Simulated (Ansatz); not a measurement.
# Effect of biaxial strain −2.50 %, plane normal [001], relaxed out of plane on WSi2

Take WSi₂ (space group I4/mmm, No. 139; a = 3.202 Å, c = 7.818 Å; relaxed with 0.1 eV smearing) as the base. Axes: x, y, z lie along a, b, c of the conventional cell.

It is then changed as follows: biaxial strain −2.50 %, plane normal [001], relaxed out of plane (Cartesian); in-plane vectors clamped, the third vector and the atoms free.

The values are results of Ansatz (a first-principles code) PBEsol, no spin-orbit coupling, not measurements. Γ-centred 25×25×25 mesh, Fermi–Dirac width 0.1 eV.

```json
[
 {"quantity": "volume per atom", "base": "13.36 Å³", "changed": "12.83 Å³", "shift": "-0.53 Å³"},
 {"quantity": "space group", "base": "I4/mmm (No. 139)", "changed": "I4/mmm (No. 139)", "shift": "–"},
 {"quantity": "shortest interatomic distance", "base": "2.588 Å", "changed": "2.569 Å", "shift": "-0.019 Å"},
 {"quantity": "energy relative to the base (free energy F)", "base": "0 meV/atom", "changed": "+29 meV/atom", "shift": "+29 meV/atom"},
 {"quantity": "pressure (mean of the normal stresses, compression positive)", "base": "0.0 GPa", "changed": "9.7 GPa", "shift": "+9.7 GPa"},
 {"quantity": "band gap", "base": "zero", "changed": "zero", "shift": "–"},
 {"quantity": "out-of-plane strain", "base": "–", "changed": "+1.04 %", "shift": "–"},
 {"quantity": "ratio −ε⊥/ε∥", "base": "–", "changed": "0.42", "shift": "–"},
 {"quantity": "mean in-plane stress (compression positive)", "base": "–", "changed": "+14.5 GPa", "shift": "–"}
]
```

Final structure (turned so that z lies along the plane normal):

```
CELL_PARAMETERS angstrom
      3.12231     0.00000     0.00000
      0.00000     3.12231     0.00000
      1.56116    -1.56116     3.94965
ATOMIC_POSITIONS crystal
  Si 0.33378 0.66622 0.33244
  Si 0.66622 0.33378 0.66756
  W  0.00000 0.00000 0.00000
```

Cost of the whole job for the changed cell (relaxation, final SCF and bands): around 120 core-seconds (rough).

No phonon test of stability was made. All final runs are without spin polarisation.
